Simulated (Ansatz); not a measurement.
Base system: Ca$_{2}$Si (space group Fm-3m, No. 225; a = 7.160 Å; a model cell, its experimental status unchecked). Axes: x, y, z lie along the cube axes.

Level of theory: r2SCAN (Ansatz, a program for electronic structure; PAW; 500 eV plane waves; scalar-relativistic without spin-orbit coupling).

Perturbation: an isotropic linear strain of −0.73 %, atoms relaxed at fixed cell.

### Question
Predict the stress tensor and what it implies for the stiffness.

### Answer
Stress of the strained cell less that of the base (GPa, compression positive):
```
   0.90    0.00    0.00
   0.00    0.90    0.00
   0.00    0.00    0.90
```

Then B = −ΔP/(ΔV/V₀) with ΔV/V₀ = -0.0217 gives secant stiffness values (nonlinear terms included at this strain): B ≈ 41 GPa.

Stability against distortions was not tested.
